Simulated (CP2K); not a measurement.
CP2K is run on Rb2WCl6 (Fm-3m, 9 atoms in the cell), and the run fails. The aim is a self-consistent single point with DFT PBEsol, GPW, DZVP-MOLOPT-SR-GTH basis, GTH-PBE potentials (GTH_POTENTIALS).

Input:

```
&GLOBAL
  PROJECT calc
  RUN_TYPE ENERGY_FORCE
  PRINT_LEVEL LOW
&END GLOBAL
&FORCE_EVAL
  METHOD Quickstep
  STRESS_TENSOR ANALYTICAL
  &DFT
    BASIS_SET_FILE_NAME BASIS_MOLOPT
    POTENTIAL_FILE_NAME GTH_POTENTIALS
    &QS
      METHOD GPW
      EPS_DEFAULT 1E-11
    &END QS
    &MGRID
      CUTOFF 500
      REL_CUTOFF 50
      NGRIDS 5
    &END MGRID
    &SCF
      SCF_GUESS ATOMIC
      EPS_SCF 1E-6
      MAX_SCF 100
      ADDED_MOS 13
      &DIAGONALIZATION
        ALGORITHM STANDARD
      &END DIAGONALIZATION
      &MIXING
        METHOD BROYDEN_MIXING
        ALPHA 0.3
        NBUFFER 10
        BETA 0
      &END MIXING
      &SMEAR ON
        METHOD METHFESSEL_PAXTON
        SIGMA [eV] 0.1
      &END SMEAR
    &END SCF
    &KPOINTS
      SCHEME MONKHORST-PACK 3 3 3
    &END KPOINTS
    &XC
      &XC_FUNCTIONAL
        &PBE
          PARAMETRIZATION PBESOL
        &END PBE
      &END XC_FUNCTIONAL
    &END XC
    &PRINT
      &MO
        EIGENVALUES T
        OCCUPATION_NUMBERS T
        NDIGITS 8
        FILENAME mo
        &EACH
          QS_SCF 0
        &END EACH
        ADD_LAST NUMERIC
      &END MO
      &MULLIKEN OFF
      &END MULLIKEN
    &END PRINT
  &END DFT
  &SUBSYS
    &CELL
      A 7.04066200 0.00000000 0.00000000
      B 3.52033100 6.09739200 0.00000000
      C 3.52033100 2.03246400 5.74867700
      PERIODIC XYZ
    &END CELL
    &COORD
      SCALED
      W        0.00000000     0.00000000     0.00000000
      Rb       0.25000000     0.25000000     0.25000000
      Rb       0.75000000     0.75000000     0.75000000
      Cl       0.23700000     0.76300000     0.76300000
      Cl       0.76300000     0.23700000     0.76300000
      Cl       0.76300000     0.23700000     0.23700000
      Cl       0.23700000     0.76300000     0.23700000
      Cl       0.76300000     0.76300000     0.23700000
      Cl       0.23700000     0.23700000     0.76300000
    &END COORD
    &KIND W
      BASIS_SET DZVP-MOLOPT-SR-GTH-q14
      POTENTIAL GTH-PBE-q14
    &END KIND
    &KIND Rb
      BASIS_SET DZVP-MOLOPT-SR-GTH-q9
      POTENTIAL GTH-PBE-q9
    &END KIND
    &KIND Cl
      BASIS_SET DZVP-MOLOPT-SR-GTH-q7
      POTENTIAL GTH-PBE-q7
    &END KIND
  &END SUBSYS
  &PRINT
    &FORCES ON
    &END FORCES
    &STRESS_TENSOR ON
    &END STRESS_TENSOR
  &END PRINT
&END FORCE_EVAL
```

Output, abridged:

```
 GLOBAL| Method name                                                        CP2K
 GLOBAL| Project name                                                       calc
 GLOBAL| Run type                                                   ENERGY_FORCE

 TOTAL NUMBERS AND MAXIMUM NUMBERS

   [... lines left out ...]
                        max_scf:                                             100
                        max_diis:                                              4
                        eps_scf:                                        1.00E-06
                        eps_diis:                                       1.00E-01
                        eps_eigval:                                     1.00E-05
                        level_shift [a.u.]:                             0.000000
                        added MOs                                        13    0
                        Mixing method:                            BROYDEN_MIXING
                                                charge density mixing in g-space
                        Smear method:                          METHFESSEL_PAXTON
                        Smearing width (sigma) [a.u.]:                  3.67E-03
                        Accuracy threshold:                             1.00E-10
                        No outer SCF

 *******************************************************************************
 *   ___                                                                       *
 *  /   \                                                                      *
 * [ABORT]                                                                     *
 *  \___/      Mixing employing the Kerker damping factor needs BETA /= 0.0    *
 *    |                                                                        *
 *  O/|                                                                        *
 * /| |                                                                        *
 * / \                                             qs_scf_initialization.F:740 *
 *******************************************************************************

 ===== Routine Calling Stack =====

            3 qs_energies
            2 qs_forces
            1 CP2K
Abort(1) on node 0 (rank 0 in comm 0): application called MPI_Abort(MPI_COMM_WORLD, 1) - process 0
```

Read the log: what does the program object to, and what is the fix?

The fault is a screening parameter of zero in the density mixing; here the program stops on it instead of giving results. To fix it, leave the parameter to its default or give it a positive value. The program stopped before any SCF iteration.

The sound input it was made from differs as follows (other fixes are possible):
```diff
-        BETA 0
+        BETA 1.5
```

With that input, the run converged in 20 iterations: free energy E − TS -5612.7558 eV; Fermi level (on the code's own zero) 4.07 eV; pressure -0.38 GPa; largest force (vector length) 0.027 eV/Å (DFT PBEsol, GPW, DZVP-MOLOPT-SR-GTH basis, GTH-PBE potentials (GTH_POTENTIALS)).

On the sound input: the starting cell comes from a database of published, mostly measured structures (it also holds non-ambient and calculated ones), without a prior relaxation at this level. Spin polarisation is off. Values carry the incompleteness of an atom-centred basis. The potentials were made for another functional than the one used.
